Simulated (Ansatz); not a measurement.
The starting structures come from a database of crystals and need not be the phases stable at ambient conditions.

The decay constant κ of evanescent states in the gap governs leakage through a thin film.

Consider the following.

```yaml
crystal:
  lattice:
    - [7.12081, 0.00000, 0.00000]
    - [0.00000, 8.10778, 0.00000]
    - [-3.33537, 0.00000, 3.55329]
  atoms:
    - { symbol: Zn, position: [0.14994, 0.87419, 0.08456] }
    - { symbol: Zn, position: [0.85006, 0.37419, 0.41544] }
    - { symbol: Zn, position: [0.35006, 0.12581, 0.78468] }
    - { symbol: Zn, position: [0.64994, 0.62581, 0.71532] }
    - { symbol: H, position: [0.85710, 0.71366, 0.49626] }
    - { symbol: H, position: [0.14290, 0.21366, 0.00374] }
    - { symbol: H, position: [0.64290, 0.28634, 0.78206] }
    - { symbol: H, position: [0.35710, 0.78634, 0.71794] }
    - { symbol: H, position: [0.43474, 0.38683, 0.24030] }
    - { symbol: H, position: [0.56526, 0.88683, 0.25970] }
    - { symbol: H, position: [0.06526, 0.61317, 0.37082] }
    - { symbol: H, position: [0.93474, 0.11317, 0.12918] }
    - { symbol: O, position: [0.60973, 0.41699, 0.47822] }
    - { symbol: O, position: [0.39027, 0.91699, 0.02178] }
    - { symbol: O, position: [0.89027, 0.58301, 0.25876] }
    - { symbol: O, position: [0.10973, 0.08301, 0.24124] }
    - { symbol: O, position: [0.82880, 0.77827, 0.63848] }
    - { symbol: O, position: [0.17120, 0.27827, 0.86152] }
    - { symbol: O, position: [0.67120, 0.22173, 0.98088] }
    - { symbol: O, position: [0.32880, 0.72173, 0.51912] }
```

Space group of this cell: P2_12_12_1. The cell is taken as given; by PBEsol its mean pressure is 0.6 GPa.

Transport runs along the normal of the first two printed cell vectors.

The gap is the functional's own, uncorrected, and κ follows it; spin-orbit coupling is left out. Mid-gap values are interpolated between the computed energies.

Question: Estimate the band gap and the smallest decay constant κ at mid-gap that Ansatz (an electronic-structure program) with PBEsol returns for this system.

Answer: Gap 3.09 eV on a 8×4×8 mesh; κ = 0.322 1/Å, at the zone centre.
